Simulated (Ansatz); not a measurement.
Reference: SrAl$_{2}$ (Fd-3m), PBEsol, DFPT electron-phonon coupling, linearised Boltzmann equation (plane waves, PAW, scalar-relativistic; Ansatz, an electronic-structure program); geometry: relaxed with this functional, without spin-orbit coupling.

```cif
data_Al16Sr8
_chemical_formula_sum 'Sr8 Al16'
_space_group_name_H-M_alt 'Fd-3m :1'
_space_group_IT_number 227
_space_group_name_Hall 'F 4d 2 3 -1d'
_cell_length_a 8.19417
_cell_length_b 8.19417
_cell_length_c 8.19417
_cell_angle_alpha 90.000
_cell_angle_beta 90.000
_cell_angle_gamma 90.000
loop_
_atom_site_label
_atom_site_type_symbol
_atom_site_symmetry_multiplicity
_atom_site_Wyckoff_symbol
_atom_site_fract_x
_atom_site_fract_y
_atom_site_fract_z
_atom_site_occupancy
Sr1 Sr 8 b 0.50000 0.50000 0.50000 1
Al1 Al 16 c 0.12500 0.12500 0.12500 1
```
(The calculation used a cell of 6 atoms; values per cell refer to that cell.)

| Item | Value |
|---|---|
| resistivity at 300 K | 18.0 μΩ·cm |

**Question.** Swap Sr for Y, keeping the structure type. How do these values move?

**Answer.** YAl2 (Fd-3m): volume per atom 22.9 to 19.8 Å³; resistivity at 300 K rises (18.0 μΩ·cm to 34 μΩ·cm).

**Question.** Swap Al for Pd, keeping the structure type. How do these values move?

**Answer.** SrPd₂ (Fd-3m): volume per atom 22.9 to 19.6 Å³; resistivity at 300 K rises (18.0 μΩ·cm to 24 μΩ·cm).

**Question.** Replace Sr by Lu on the same sites and relax. What happens?

**Answer.** LuAl2 (Fd-3m): volume per atom 22.9 to 18.8 Å³; resistivity at 300 K rises (18.0 μΩ·cm to 24 μΩ·cm).

Moves up to 11 % count as about the same. Metals; harmonic phonons alone scatter; means over directions. Halving the electron mesh moves these values by up to 8 %; q meshes are mostly untested. Some of the runs warned that the eigensolver left states short of its tolerance. Spin-orbit coupling is left out.

Formula and space group known from diffraction (Crystallography Open Database), not checked to be the room-temperature form: SrPd2 (Fd-3m). Computed structure with no diffraction record at hand here (it may be known, metastable or hypothetical): LuAl2 (Fd-3m), SrAl2 (Fd-3m). The missing spin-orbit coupling matters most for LuAl2 (Fd-3m).
